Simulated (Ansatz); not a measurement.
# alpha cristobalite (0 0 1) on monoclinic HfO2 (0 0 1) (film strained to the substrate, started from cuts of the bulks and a machine-learned relaxation; slabs Hf12O24 and Si8O16, which can lie off the formulas)

A periodic stack without vacuum, alpha cristobalite (0 0 1) on monoclinic HfO2 (0 0 1) (film strained to the substrate, started from cuts of the bulks and a machine-learned relaxation; slabs Hf12O24 and Si8O16, which can lie off the formulas): substrate slab Hf12O24, film Si8O16, surface cells [[0, 1], [-1, 0]] and [[0, 1], [-1, 0]], film strained by +1.5 and +2.5 %, outermost planes Hf/Hf and O/O as cut, which need not be the usual terminations and can put a slab off its formula.

The start was prepared with a machine-learned potential, and the result is one local minimum, with the in-plane cell held and forces under 0.04 eV/Å; the film can end far from its bulk form.

Method: PBE (plane waves to 420 eV, PAW; Ansatz, an electronic-structure program). No spin–orbit coupling; PBE gaps are too small against experiment. Its k-point mesh 5×5×1, Fermi–Dirac width 0.05 eV.

| Quantity | Value |
|---|---|
| interface area | 26.9 Å² |
| period | 29.44 Å |
| heights between the nearest atoms of the two slabs at the two interfaces | 1.54 and 0.70 Å |
| Hf–Si contacts across the interfaces within 1.22 times the sum of covalent radii | 5, mean 3.11 Å |
| Hf–O contacts across the interfaces within 1.22 times the sum of covalent radii | 4, mean 2.24 Å |
| O–Si contacts across the interfaces within 1.22 times the sum of covalent radii | 2, mean 1.67 Å |
| spin-polarised check at this geometry | falls back to no moment |

```xyz
60
Lattice="5.2107 0.0012 -0.1677 0.0034 5.1584 0.1907 -2.4300 -0.9011 29.5153" Properties=species:S:1:pos:R:3 pbc="T T T"
Hf     1.8445     0.2584     2.0468
Hf     2.3300     2.7250     0.1218
Hf     4.4240     3.1791     2.6649
Hf    -0.2288     0.6252     4.8165
O      0.4116     1.4718     2.9559
O      3.8294     2.3361     4.4959
O      3.0713     1.8374     1.8824
O      1.3245     1.0383     0.1931
O      3.3662     4.7314     3.7397
O      0.8464     4.2043     3.8800
O      0.5443     3.7821     1.1059
O      3.2495     4.2162     1.2025
Hf     2.0092     0.9971     7.4170
Hf     2.3779     3.5520     5.3223
Hf    -0.5859     3.9069     8.0564
Hf    -0.0707     1.3549    10.1352
O      0.5585     2.1850     8.2700
O      3.9923     3.0700     9.7619
O      3.1212     2.7194     7.1507
O      1.2650     1.8198     5.5889
O      3.5405     0.2937     8.7741
O      1.0171    -0.1991     9.0591
O      0.8606    -0.5659     6.3925
O      3.5414    -0.0620     6.1423
Hf     2.2052     1.6964    12.7327
Hf     2.5465    -0.9098    10.4222
Hf    -0.4339    -0.4710    13.1769
Hf     0.1422     1.9608    15.1795
O      0.8364     3.0218    13.6478
O      4.0701    -1.3828    14.9927
O      3.3342     3.4408    12.4464
O      1.4122     2.5499    10.9246
O      3.8171     1.1432    13.9734
O      1.1967     0.5503    14.2958
O      0.9871     0.1650    11.7069
O      3.6643     0.6596    11.4058
Si     1.5680     0.9370    20.0682
Si    -0.6248     3.9376    16.9058
Si    -1.1263     1.4300    18.4221
Si     1.8771     3.4542    21.9712
O      1.9462     2.0185    21.2166
O      2.7265     0.8512    18.9259
O     -1.4771     2.9702    17.9651
O      0.1164     1.3431    19.4597
O      0.7807     3.1109    16.8077
O      1.4634     4.6175    20.9210
O     -1.8557     3.7135    22.7595
O     -0.7053     5.5790    17.3129
Si     1.8216     0.7063    27.3275
Si    -0.6661     3.7038    23.8639
Si    -0.8490     1.0612    25.5976
Si     2.7998     3.2825    28.8945
O      1.7575     1.9082    28.4999
O      2.9534     0.8125    26.2012
O     -0.8925     2.5596    24.9906
O      0.3600     0.8404    26.6527
O      0.7713     3.4190    23.1630
O      1.8525     4.4709    28.3327
O     -1.1038     2.9037    28.2084
O     -0.6667     0.0078    24.3791
```
